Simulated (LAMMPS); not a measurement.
Simulation of C (diamond structure), 512 atoms, at 2400 K and 5 GPa, heated as the crystal.

Level of theory: classical MD, pair style lcbop, file C.lcbop; code LAMMPS.

Starting crystal:

C is modelled in the cubic space group Fd-3m, origin choice 1 (No. 227), the diamond structure, Pearson symbol cF8. Lattice parameters: a = 3.5670 Å, b = 3.5670 Å, c = 3.5670 Å, α = 90.00°, β = 90.00°, γ = 90.00°. C on 8b is coordinated by 4 C at 1.545 Å (tetrahedral). (Neighbours: up to the widest gap in distance over summed covalent radii, below 1.35, at either atom.)

Problem. Give the state found, the most common C-C-C angle, the density as this potential yields it.

Solution. state found: crystal; no diffusion seen in 21 ps; most common C-C-C angle: at the 3° bin centred on 109.5°, after smoothing over three bins (mean of all 109°); density: 3.3962 ± 0.0004 g/cm³.

Caution: in nature this polymorph isn't the stable one over the whole range of temperature at this pressure, and short runs keep a crystal in its starting form. Caution: a run this short can hold a crystal over, or a liquid under, the potential's own melting point, which these runs don't give.
